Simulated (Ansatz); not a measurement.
**TiB2: stress against strain**

TiB2 (AlB2 type, P6/mmm, 8.558 Å³/atom at rest, c along z) under a strain ε along c (axis z), the other axes held. PBE in Ansatz, a plane-wave DFT program (PAW, default set), 420 eV, 22×22×18 Γ-centred mesh, Fermi-Dirac smearing 0.10 eV; ions are relaxed within the symmetry of each cell. Stress is positive for a compressed cell.

Here s stands for strain and y for stress zz.

```csv
strain (%),stress zz (GPa)
-1.50,7.07
-1.00,4.65
-0.50,2.30
0.00,0.01
0.50,-2.23
1.00,-4.40
1.50,-6.52
3.00,?
```

Fit y against s with a straight line, and predict the withheld value at s = 3.00.

Means: s 0, y 0.126. About the means, the sum of products is -31.700 and the sum of squares of s is 7.0000; the slope is their ratio. Least squares gives y = 0.126 - 4.5286·s. Residuals (row less fit): 0.151, -0.005, -0.090, -0.116, -0.092, 0.003, 0.147; standard error 0.122 (degrees of freedom: 5). The slope gives the elastic constant C33 = 453 ± 5 GPa. At the withheld row, y = 0.126 - 4.5286 × 3.0 = -13.460 GPa. The calculation gives -12.55 GPa, 0.910 GPa above the prediction (4.6 % of the range of y in the table). The row lies outside the fitted rows, so this is an extrapolation. From the scatter of the fitted rows alone, a prediction at this place has a standard error of 0.190 GPa, so the miss is 4.8 times that.

One order more, fitted to all 13 runs of the series, follows each within 0.02, so the miss is the next term of a smooth law. In a metal these values are sensitive to mesh and smearing; energies are taken to zero smearing, stresses follow the free energy. Rows are the converged runs of the series near zero and its far end; series whose fitted rows scatter by over a few per cent of the range, as at a crossing or softening among them, aren't shown in this form. Most that stay on the fit to the last digits aren't either.
